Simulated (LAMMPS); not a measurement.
LAMMPS 22 Jul 2025, classical MD, Tersoff (SiC.tersoff): SiC, 2744 atoms.

```yaml
task: MD, nve
potential: Tersoff, SiC.tersoff
copies_of_the_repeat_unit: 7×7×7
shape (slab and sphere leave vacuum in the box): bulk
neighbor_skin: 2 Å
neigh_modify: every 1 delay 0 check yes
newton: on (default)
atom_modify sort (bins of 2 Å where set): 1000 (default)
comm_style: brick (default)
box: 30.5 × 30.5 × 30.5 Å
start: generated zinc blende lattice, warmed in an untimed run
```

All runs start from one configuration, warmed at this fixed volume for 1000 steps under a thermostat at 100 K. The run at the shortest step has a mean temperature of 102 K and a mean pressure of -5.3 GPa.

Each run covers about 2.0 ps at constant energy (mean temperature 102 K at the shortest step); σ is the standard deviation over the printed steps. Each setting ran once; only counts and results are compared.

Steps tried: 0.5 fs, 1 fs, 2 fs, 2.5 fs, 4 fs, 5 fs, 8 fs, 10 fs, 16 fs, 20 fs, 32 fs.

Problem. Choose the longest time step that keeps σ(total energy)/σ(kinetic energy) under 2 %.

Solution. 1 fs. The run fails or blows up at 5 fs, 8 fs, 10 fs, 16 fs, 20 fs, 32 fs.

```
time step           σ(E total)/σ(E kinetic)  last minus first total energy (meV/atom)  mean temperature (K)
---------  --------------------------------  ----------------------------------------  --------------------
0.5 fs                               0.0022                               under 0.001                   102
1 fs                                 0.0063                                   +0.0043                   102
2 fs                                  0.028                                   +0.0043                   101
2.5 fs                                0.081                                    +0.043                   101
4 fs                                    1.3                                     +0.90                   100
5 fs       blows up (past 6000 K or 20 GPa)                                         —                     —
8 fs                      stops: Lost atoms                                         —                     —
10 fs                     stops: Lost atoms                                         —                     —
16 fs                     stops: Lost atoms                                         —                     —
20 fs                     stops: Lost atoms                                         —                     —
32 fs                     stops: Lost atoms                                         —                     —
```

The bar is a choice.
